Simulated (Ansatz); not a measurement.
Levels about the gap of amorphous Si$_{30}$N$_{44}$Ti$_{3}$ (77 atoms in a cell of 872 Å³, 3.05 g/cm³; zone centre alone, so wide bands show as single levels with stretches between that a denser mesh fills), at the geometry that PBE relaxed, where it gives 0.3 GPa on a denser mesh. The participation number counts the atoms over which a state spreads; weights are charges in smoothed Voronoi cells. The levels come from a single point, so bond lengths are those of that geometry. Method of the levels: PBE, scalar-relativistic without spin-orbit coupling (Ansatz, a quantum-chemistry and plane-wave program). Sampling: the zone centre alone; Fermi-Dirac width 0.02 eV; no spin polarisation. At PBE the levels at the empty edge of the gap are localised (band-tail or defect states), and the nearest spread-out levels lie 2.5 eV apart at the zone centre.

Preparation: random packing, a CHGNet melt and quench, and a DFT relaxation. N atoms were pushed apart under 1.9 Å during the dynamics, to hinder bonds among them. The hot cell started wider than the set density and was brought back towards it in steps. It is the lowest in DFT energy of 2 quenches. It is a model cell: composition and starting density were chosen by hand, and all elements were melted together. No dispersion term was used. Its density started from a set value of 3.05 and ended at 3.05 g/cm³. Cooling (nominally 300 K/ps over its main leg) ran many orders faster than in experiment, which tends to leave more defects and strain. Values belong to this one cell and scatter from quench to quench. The volume was held where the preparation left it and the shape relaxed, at a PBE pressure of 0.3 GPa.

| E - E(highest filled), eV | filling | participation number | largest on | weight N | weight Ti | weight Si |
|---|---|---|---|---|---|---|
| -0.57 | filled | 22.1 | N, 3 neighbours | 0.87 | 0.04 | 0.10 |
| -0.54 | filled | 17.5 | N, 3 neighbours | 0.89 | 0.02 | 0.09 |
| -0.49 | filled | 24.8 | N, 3 neighbours | 0.87 | 0.04 | 0.09 |
| -0.30 | filled | 19.3 | N, 3 neighbours | 0.88 | 0.03 | 0.09 |
| -0.26 | filled | 14.8 | N, 3 neighbours | 0.89 | 0.02 | 0.09 |
| -0.08 | filled | 11.6 | N, 3 neighbours | 0.89 | 0.03 | 0.08 |
| 0.00 | filled | 18.1 | N, 3 neighbours | 0.90 | 0.02 | 0.08 |
| 1.73 | empty | 2.1 | Ti, 5 neighbours | 0.22 | 0.70 | 0.08 |
| 2.02 | empty | 2.0 | Ti, 5 neighbours | 0.21 | 0.73 | 0.06 |
| 2.11 | empty | 2.6 | Ti, 5 neighbours | 0.27 | 0.64 | 0.09 |
| 2.13 | empty | 4.0 | Ti, 5 neighbours | 0.22 | 0.71 | 0.07 |
| 2.47 | empty | 17.4 | Ti, 5 neighbours | 0.38 | 0.31 | 0.31 |
| 2.64 | empty | 6.5 | Ti, 5 neighbours | 0.30 | 0.49 | 0.21 |
| 2.90 | empty | 5.6 | Ti, 5 neighbours | 0.31 | 0.49 | 0.20 |

Most localised among these is the empty level at +2.02 eV, on a Ti atom, which has 5 neighbours (N 1.89 Å, N 1.90 Å, N 2.07 Å, N 2.23 Å, N 2.53 Å).
